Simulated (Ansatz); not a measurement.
The starting structures come from a database of crystals and need not be the phases stable at ambient conditions.

By PBEsol, the system below comes out a metal.

```
CELL_PARAMETERS angstrom
      2.91612     0.00000     0.00000
      0.00000     2.91612     0.00000
      0.00000     0.00000     2.91612
ATOMIC_POSITIONS crystal
  Si 0.50000 0.50000 0.50000
  Ru 0.00000 0.00000 0.00000
```

The cell is taken as given; by PBEsol it stands under a pressure of -1.7 GPa.

The current flows along the normal of the first two printed cell vectors, the (001) plane of the conventional cell. No spin-orbit coupling; the value is a mean over 0.1 eV about the Fermi level.

Problem. Give the ballistic conductance per area that PBEsol run with Ansatz (an electronic-structure program) yields.

Solution. 0.47 × 10¹⁵ S/m² for both spins.
